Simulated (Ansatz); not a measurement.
**KTaO3: isotropic strain −3.00 %**

Start from KTaO$_{3}$ in the cubic perovskite structure (space group Pm-3m, No. 221; a = 3.952 Å).

Perturbation: every lattice vector is shortened by 3.00 %, atoms relaxed at fixed cell.

Method: LDA, PAW, 420 eV (Ansatz, a program for electronic structure; spin-orbit coupling left out). Settings: 8×8×8 k-points, 0.05 eV Fermi–Dirac smearing.

- Volume per atom: 11.27 Å³ (base 12.34 Å³)
- Shortest interatomic distance: 1.917 Å (base 1.976 Å)
- Energy relative to the base (free energy F): +76 meV/atom
- Pressure: 24.36 GPa (base -0.01 GPa)
- Band gap: 2.30 eV (base 2.13 eV)
- Gap character: indirect, R → Γ (base indirect, R → Γ)
- Smallest direct gap: 2.81 eV (base 2.73 eV)
- Mean gap deformation potential ΔEg/Δln V: -1.9 eV
- Width of the top valence band: 1.19 eV (base 1.09 eV)

Final structure:

```
KTaO3
1.0
    3.83344     0.00000     0.00000
    0.00000     3.83344     0.00000
    0.00000     0.00000     3.83344
K Ta O
1 1 3
Direct
  0.00000   0.00000   0.00000
  0.50000   0.50000   0.50000
  0.50000   0.00000   0.50000
  0.00000   0.50000   0.50000
  0.50000   0.50000   0.00000
```

Spin-orbit coupling, missing from the scalar runs, can matter with Ta. Stability against distortions was not tested.
